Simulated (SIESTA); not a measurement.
# Worked example: self-consistent single point of LaC2 (I4/mmm, 3 atoms in the cell) in SIESTA

Method of the run: SIESTA 5.4.2 with GGA PBEsol, numerical atomic orbitals DZP, PseudoDojo PBEsol standard norm-conserving potentials (rewritten from UPF to PSML).

Input:

```
# files in the folder: La.psml C.psml (PseudoDojo PBEsol standard)
SystemName  LaC2
SystemLabel siesta

NumberOfAtoms                3
NumberOfSpecies              2
%block ChemicalSpeciesLabel
  1 57 La
  2 6 C
%endblock ChemicalSpeciesLabel
LatticeConstant              1.0 Ang
%block LatticeVectors
    -1.977175000    1.977175000    3.288245000
     1.977175000   -1.977175000    3.288245000
     1.977175000    1.977175000   -3.288245000
%endblock LatticeVectors
AtomicCoordinatesFormat      Ang
%block AtomicCoordinatesAndAtomicSpecies
     0.000000000    0.000000000    0.000000000  1
    -0.000000000    0.000000000    2.642828271  2
     0.000000000   -0.000000000    3.933661729  2
%endblock AtomicCoordinatesAndAtomicSpecies

XC.functional                GGA
XC.authors                   PBEsol
PAO.BasisSize                DZP
PAO.EnergyShift              0.01 Ry
MeshCutoff                   350 Ry
%block kgrid.MonkhorstPack
   14   0   0  0.0
    0  14   0  0.0
    0   0  14  0.0
%endblock kgrid.MonkhorstPack
OccupationFunction           FD
ElectronicTemperature        100.0 meV

MaxSCFIterations             150
SCF.Mixer.Method             Pulay
SCF.Mixer.Weight             0.25
SCF.Mixer.History            8
SCF.DM.Tolerance             1.0E-05
Diag.ParallelOverK           true
WriteForces                  true
```

Output (repeated stretches shortened):

```
reinit: Reading from file input.fdf

reinit: System Name: LaC2
reinit: System Label: siesta

coor:   Atomic-coordinates input format  =     Cartesian coordinates
coor:                                          (in Angstroms)

siesta: Atomic coordinates (Bohr) and species
siesta:      0.00000   0.00000   0.00000  1        1
siesta:     -0.00000   0.00000   4.99422  2        2
siesta:      0.00000  -0.00000   7.43354  2        3

siesta: System type = bulk

initatomlists: Number of atoms, orbitals, and projectors:      3    45    48

siesta: ******************** Simulation parameters ****************************
redata: Spin configuration                          = none
redata: Time-Reversal Symmetry                      = T
redata: Number of Atomic Species                    =        2
redata: Mesh Cutoff                                 =   350.0000 Ry
redata: Net charge of the system                    =     0.0000 |e|
redata: Min. number of SCF Iter                     =        0
redata: Max. number of SCF Iter                     =      150
redata: SCF convergence failure will abort job
redata: SCF mix quantity                            = Hamiltonian
redata: Mix DM or H after convergence               =   F
redata: Recompute H after scf cycle                 =   F
redata: Mix DM in first SCF step                    =   T
redata: No kicks to SCF
redata: DM Mixing Weight for Kicks                  =     0.5000
redata: Require Harris convergence for SCF          =   F
redata: Harris energy tolerance for SCF             =     0.000100 eV
redata: Require DM convergence for SCF              =   T
redata: DM tolerance for SCF                        =     0.000010
redata: Require EDM convergence for SCF             =   F
redata: EDM tolerance for SCF                       =     0.001000 eV
redata: Require H convergence for SCF               =   T
redata: Hamiltonian tolerance for SCF               =     0.001000 eV
redata: Require (free) Energy convergence for SCF   =   F
redata: (free) Energy tolerance for SCF             =     0.000100 eV
redata: Using DFT-D3 dispersion                     =   F
redata: Using Saved Data (generic)                  =   F
redata: Method of Calculation                       = Diagonalization
redata: Electronic Temperature                      =  1160.4518 K
redata: Number of TDED substeps                     =        3
redata: Dynamics option                             = Single-point calculation
redata: Save all siesta data in one NC              =   F
redata: ***********************************************************************

%block SCF.Mixers
  Pulay
%endblock SCF.Mixers

%block SCF.Mixer.Pulay
  # Mixing method
  method pulay
  variant stable

  # Mixing options
  weight 0.2500
  weight.linear 0.2500
  history 8
%endblock SCF.Mixer.Pulay

DM_history_depth set to one: no extrapolation allowed by default for geometry relaxation
Size of DM history Fstack: 1
Total number of electrons:    19.000000
Total ionic charge:    19.000000

* ProcessorY, Blocksize:    1  46

* Orbital distribution balance (max,min):    45    45

k-point displ. along   1 input, could be:     0.00    0.50
k-point displ. along   2 input, could be:     0.00    0.50
k-point displ. along   3 input, could be:     0.00    0.50
 Kpoints in:         1568 . Kpoints trimmed:         1484

siesta: k-grid: Number of k-points = 1484
siesta: k-points from Monkhorst-Pack grid
siesta: k-cutoff (effective) =    27.680 Ang
siesta: k-point supercell and displacements
siesta: k-grid:    14     0     0      0.000
siesta: k-grid:     0    14     0      0.000
siesta: k-grid:     0     0    14      0.000

diag: Algorithm                                     = D&C
diag: Parallel over k                               =   F
diag: Use parallel 2D distribution                  =   F
diag: Parallel block-size                           = 46
diag: Parallel distribution                         =     1 x     1
diag: Used triangular part                          = Lower
diag: Absolute tolerance                            =  0.100E-15
diag: Orthogonalization factor                      =  0.100E-05
diag: Memory factor                                 =  1.0000

superc: Internal auxiliary supercell:     5 x     5 x     9  =     225
superc: Number of atoms, orbitals, and projectors:    675  10125  10800

                        Single-point calculation

superc: Internal auxiliary supercell:     5 x     5 x     9  =     225
superc: Number of atoms, orbitals, and projectors:    675  10125  10800

outcell: Unit cell vectors (Ang):
       -1.977175    1.977175    3.288245
        1.977175   -1.977175    3.288245
        1.977175    1.977175   -3.288245

outcell: Cell vector modules (Ang)   :    4.316364    4.316364    4.316364
outcell: Cell angles (23,13,12) (deg):    125.4754    125.4754     80.7521
outcell: Cell volume (Ang**3)        :     51.4179
new_DM -- step:     1
Initializing Density Matrix...

Attempting to read DM from file... Failed...
DM filled with atomic data:

InitMesh: MESH = 48 x 48 x 36 = 82944
InitMesh: Mesh cutoff (required, used) =   350.000   401.745 Ry

stepf: Fermi-Dirac step function

        iscf     Eharris(eV)        E_KS(eV)     FreeEng(eV)     dDmax    Ef(eV) dHmax(eV)
   scf:    1    -1273.036694    -1278.684034    -1278.711575  1.799073 -5.449668  6.381099
   scf:    2    -1282.191793    -1280.740130    -1280.767985  0.101521 -5.173003  2.303315
   scf:    3    -1281.155827    -1281.052236    -1281.080030  0.066870 -5.092592  0.206479
   scf:    4    -1281.055352    -1281.055891    -1281.083988  0.017201 -5.129827  0.222984
   scf:    5    -1281.049692    -1281.055766    -1281.084032  0.012916 -5.123445  0.184674
   scf:    6    -1281.059465    -1281.058281    -1281.086464  0.005804 -5.127393  0.011575
   scf:    7    -1281.058299    -1281.058291    -1281.086473  0.000311 -5.127139  0.008262
   scf:    8    -1281.058306    -1281.058300    -1281.086477  0.000265 -5.127269  0.001636
   scf:    9    -1281.058302    -1281.058301    -1281.086478  0.000057 -5.127304  0.000101
   scf:   10    -1281.058301    -1281.058301    -1281.086478  0.000005 -5.127299  0.000009

SCF Convergence by DM+H criterion
max |DM_out - DM_in|         :     0.0000050044
max |H_out - H_in|      (eV) :     0.0000089911
SCF cycle converged after 10 iterations

Using DM_out to compute the final energy and forces

siesta: E_KS(eV) =            -1281.0583

siesta: E_KS - E_eggbox =     -1281.0583

siesta: Atomic forces (eV/Ang):
     1    0.000000    0.000000   -0.000000
     2   -0.000082   -0.000082   -2.026063
     3    0.000082    0.000082    2.026063
   Tot    0.000000    0.000000   -0.000000
   Max    2.026063
   Res    0.955095    sqrt( Sum f_i^2 / 3N )
   Max    2.026063    constrained

Stress tensor Voigt[x,y,z,yz,xz,xy] (kbar):       30.78       30.78      -89.69       -0.05       -0.05       -0.06
(Free)E + p*V (eV/cell)    -1280.7855
Target enthalpy (eV/cell)    -1281.0865

siesta: Program's energy decomposition (eV):
siesta: Ebs     =      -329.362591
siesta: Eions   =      1949.054043
siesta: Ena     =       466.257384
siesta: Ekin    =       428.982022
siesta: Enl     =       104.447352
siesta: Eso     =         0.000000
siesta: Edftu   =         0.000000
siesta: DEna    =         6.261899
siesta: DUscf   =         1.063064
siesta: DUext   =         0.000000
siesta: Ex      =      -307.388199
siesta: Ec      =       -31.627779
siesta: Exc     =      -339.015978
siesta: Eharris =     -1281.058301
siesta: Etot    =     -1281.058301
siesta: FreeEng =     -1281.086478

siesta: Atomic forces (eV/Ang):
siesta:      1    0.000000    0.000000   -0.000000
siesta:      2   -0.000082   -0.000082   -2.026063
siesta:      3    0.000082    0.000082    2.026063
siesta: ----------------------------------------
siesta:    Tot    0.000000    0.000000   -0.000000

siesta: Stress tensor (static) (eV/Ang**3):
siesta:     0.019210   -0.000036   -0.000031
siesta:    -0.000036    0.019210   -0.000031
siesta:    -0.000031   -0.000031   -0.055982

siesta: Cell volume =         51.417905 Ang**3

siesta: Pressure (static):
siesta:                Solid            Molecule  Units
siesta:           0.00006375         -0.00012090  Ry/Bohr**3
siesta:           0.00585371         -0.01110089  eV/Ang**3
siesta:           9.37867094        -17.78559223  kBar
```

The run converged in 10 iterations.

The starting cell comes from a database of computed structures (which also holds hypothetical and non-ambient phases and stackings), without a prior relaxation at this level. Its lattice was rescaled by a random factor within 2.5 % of one. Values carry the incompleteness of an atom-centred basis. Forces in this geometry exceed 1 eV/Å.

Cost on one core of a shared machine: roughly 2 min.
